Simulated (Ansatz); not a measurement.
# What isotropic strain +3.34 % does to hypothetical Pn-3m Mg2C

The parent structure is Mg₂C (space group Pn-3m, No. 224; a = 4.8392 Å; a hypothetical phase, not in the database extracts checked).

Modification: every lattice vector is stretched by 3.34 %, atoms relaxed at fixed cell.

Computed with PBE (Ansatz, a quantum-chemistry and plane-wave program, PAW, no spin-orbit coupling). Γ-centred 10×10×10 mesh, Fermi–Dirac width 0.05 eV.

```csv
quantity,base,changed,shift
volume per atom,18.89 Å³,20.84 Å³,+1.956 Å³
space group,Pn-3m (No. 224),Pn-3m (No. 224),–
energy relative to the base (free energy F),0 meV/atom,+31 meV/atom,+31 meV/atom
pressure,0.0 GPa,-4.7 GPa,-4.7 GPa
band gap,zero,zero,–
```

Final structure:

```yaml
crystal:
  lattice:
    - [5.00085, 0.00000, 0.00000]
    - [0.00000, 5.00085, 0.00000]
    - [0.00000, 0.00000, 5.00085]
  atoms:
    - { symbol: Mg, position: [0.75000, 0.75000, 0.75000] }
    - { symbol: Mg, position: [0.75000, 0.25000, 0.25000] }
    - { symbol: Mg, position: [0.25000, 0.75000, 0.25000] }
    - { symbol: Mg, position: [0.25000, 0.25000, 0.75000] }
    - { symbol: C, position: [0.00000, 0.00000, 0.00000] }
    - { symbol: C, position: [0.50000, 0.50000, 0.50000] }
```

Stability against distortions was not tested. The final runs are not spin-polarised. The zero or small gap of Mg2C can change with the level of theory.
